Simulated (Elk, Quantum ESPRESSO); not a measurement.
Equation of state of zinc-blende BAs (space group 216): energy against volume (Elk, PBE)

```xyz
2
Lattice="0.0000 2.3475 2.3475 2.3475 0.0000 2.3475 2.3475 2.3475 0.0000" Properties=species:S:1:pos:R:3 pbc="T T T"
B      0.0000     0.0000     0.0000
As     3.5213     3.5213     3.5213
```

Computed with PBE, all-electron FP-LAPW, Elk's shipped species files, APW+lo basis with extra local orbitals run with Elk 10.2.4. Settings: xctype = 20; rgkmax = 9.12; swidth = 0.000367493 Ha; ngridk = 12 12 12; tforce = true; gmaxvr = 18 1/bohr; lmaxapw = 10; lmaxo = 8; nxlo = 2; lorbcnd = true; lradstp = 2; nrmtscf = 2; rmtscf = 0.85; lmaxi = 4; maxscl = 100; sphere radii = {B: 1.53, As: 2.04} bohr. The cell above is the first row's. The rows scale it uniformly. In all rows fractional positions and the k mesh are held. E is the free energy at the stated smearing, counted from the lowest row.

| V (Å^3/atom) | E (meV/atom) |
|---|---|
| 12.9366 | ? |
| 13.2178 | 15.58 |
| 13.4990 | 5.09 |
| 13.7802 | 0.08 |
| 14.0615 | 0.00 |
| 14.3427 | 4.36 |
| 14.6239 | 12.72 |
| 14.9052 | 24.69 |
| 15.1864 | 39.91 |

**Question.** Using the third-order Birch-Murnaghan form, a cubic in V^(-2/3), estimate the missing E at V = 12.9366 from the other rows, showing the fit.

**Answer.** With u = V^(-2/3) - 0.171, the rows have u = 0.007879, 0.005387, 0.002979, 0.000651, -0.001600, -0.003779, -0.005889, -0.007934. Least squares gives E = 0.812 - 1529.39·u + 430174·u² + 230454·u³. Residuals (row less fit): 0.001, -0.003, 0.000, 0.001, 0.001, -0.002, 0.000, 0.000; standard error 0.002 (degrees of freedom: 4). Its minimum lies at u = 0.001775, so V0 = (0.172775)^(-3/2) = 13.92. There d²E/du² = 862800 and d³E/du³ = 1383000, so B0 = (4/9) × 13.92^(-7/3) × 862800 × 0.160218 = 132 GPa (the last factor turns the table's units into GPa), and B0' = 4 + (2/3) × 0.172775 × (1383000)/862800 = 4.2. At the withheld row, u = 0.010462, so E = 0.812 - 1529.39 × 0.010462 + 430174 × 0.010462² + 230454 × 0.010462³ = 32.159 meV/atom. The calculation gives 32.14 meV/atom, 0.019 meV/atom below the prediction (under 0.05 % of the range of E in the table). The row lies outside the fitted rows, so this is an extrapolation. From the scatter of the fitted rows alone, a prediction at this place has a standard error of 0.006 meV/atom, so the miss is 3.2 times that.

Carrying the step between the two nearest rows on in a straight line would have given 26.07, off by 6.07; series whose last step already gives the withheld value aren't shown. The scan was laid around a cell of about the measured size, scaled by a guess for this functional. The runs keep the symmetry of the cell, so they don't test it for distortions. A plane-wave scan with the same functional (Quantum ESPRESSO, GBRV) gives V0 = 13.99 Å^3/atom and B0 = 132 GPa; a Birch-Murnaghan fit to all rows here lies -0.5 % from it in V0 and 0 % in B0; the two differ in basis, and may differ in potentials and mesh. Values depend on the basis (sphere radii, cutoffs, local orbitals), which need not be converged. Sphere radii are the same in all rows. Cutoffs and mesh are single choices, not tested for convergence of this quantity. Series with a scatter that would blur these digits, or in which a gap closes, are not shown. Nor are scans whose minimum lies at an end fitted in this form.

Terms beyond the fitted order, or numerical noise in single rows, can give a miss of this size; the table doesn't tell which.
